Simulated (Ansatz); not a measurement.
Amorphous cells of 8 compositions: the gap between the highest filled and lowest empty level at the zone centre, by PBE and by a single point of r2SCAN on the same geometry (PBE, scalar-relativistic without spin-orbit coupling (plane waves to 420 eV, PAW; Ansatz, an electronic-structure program); r2SCAN at 500 eV). The networks come from melt-quench runs on the CHGNet potential at compositions and starting densities chosen by hand, with anions pushed apart in the CHGNet dynamics, and DFT then relaxed them. The cells are small and were quenched far faster than real films, so single cells scatter. Defect or tail levels can set these gaps. The rows are the first to finish with both values and no moments.

```json
[
 {"cell": "A (Ga24O41P2, 4.69 g/cm3)", "PBE gap x (eV)": "1.31", "r2SCAN gap y (eV)": "1.80"},
 {"cell": "B (Ga24O39W, 5.24 g/cm3)", "PBE gap x (eV)": "1.75", "r2SCAN gap y (eV)": "2.28"},
 {"cell": "C (Hf18O37Cu2, 8.89 g/cm3)", "PBE gap x (eV)": "1.92", "r2SCAN gap y (eV)": "2.09"},
 {"cell": "D (Ga24O41Ta2, 5.33 g/cm3)", "PBE gap x (eV)": "1.94", "r2SCAN gap y (eV)": "2.49"},
 {"cell": "E (Hf18O37Ag2, 8.95 g/cm3)", "PBE gap x (eV)": "2.71", "r2SCAN gap y (eV)": "withheld"},
 {"cell": "F (Hf18O37K2, 8.44 g/cm3)", "PBE gap x (eV)": "3.87", "r2SCAN gap y (eV)": "4.34"},
 {"cell": "G (Hf18O37Mg, 8.82 g/cm3)", "PBE gap x (eV)": "3.89", "r2SCAN gap y (eV)": "4.37"},
 {"cell": "H (Hf18O37Li2, 8.78 g/cm3)", "PBE gap x (eV)": "4.20", "r2SCAN gap y (eV)": "4.68"}
]
```

**Question.** Fit a straight line through the 7 full rows and predict the withheld value for E (Hf18O37Ag2, 8.95 g/cm3).

**Answer.** Means: x = 2.697, y = 3.150. Slope = Σ(Δx Δy) / Σ(Δx²) = 9.171 / 9.056 = 1.01; the r.m.s. residual is 0.118. Prediction: 3.150 + 1.01 × (2.71 − 2.697) = 3.16. The run gave 3.14, 0.02 below the line.
